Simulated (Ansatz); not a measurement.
Consider these faces of alpha quartz, relaxed from ideal cuts in 1x1 cells: (0001), (10-10), (10-11).

Method: PBE (plane waves to 420 eV, PAW; Ansatz, a first-principles code).

Question: Rank these by surface energy (lowest first), as PBE gives it.

Answer: (10-11) (2.05 J/m²), (0001) (2.20 J/m²), (10-10) (2.36 J/m²)
